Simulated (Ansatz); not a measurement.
wurtzite AlN (P6_3mc): a fit under biaxial stress in the basal plane (tension)

Cell and atoms relaxed with PBEsol to each stress σ (compression positive); gaps by r2SCAN with spin-orbit coupling, rigid bands (plane waves, PAW; Ansatz, a quantum-chemistry and plane-wave program). Unloaded cell: a = 3.114 Å, b = 3.114 Å, c = 4.984 Å, α = 90.00°, β = 90.00°, γ = 120.00°.

```
σ (GPa)  strain along basal x (%)  gap (eV)
-------  ------------------------  --------
0                               0     4.820
-9.00                        2.20     4.353
-13.50                       3.49     4.086
-18.00                       5.05     3.780
```

### Question
Fit E_g = 4.820 eV + aσ + bσ² and ε = cσ + dσ² to the loaded rows by least squares.

### Answer
a = 0.0455 eV/GPa, b = -6.80e-04 eV/GPa²; c = -0.204 %/GPa, d = 0.00423 %/GPa².

### Question
One run was withheld, at σ = -4.50 GPa. Predict its gap and its strain along basal x, then set them beside the run.

### Answer
E_g = 4.820 + (0.0455)(-4.50) + (-6.80e-04)(-4.50)² = 4.601 eV and ε = (-0.204)(-4.50) + (0.00423)(-4.50)² = 1.00 %. The run gave 4.597 eV and 1.04 %, misses of 0.004 eV and 0.04 percentage points.

Gaps are resolved to about 0.01 eV; third decimals are kept for the arithmetic. Every relaxation keeps the wurtzite phase (space group P6_3mc under this load), so a transition, a distortion that breaks the symmetry or fracture can't show.
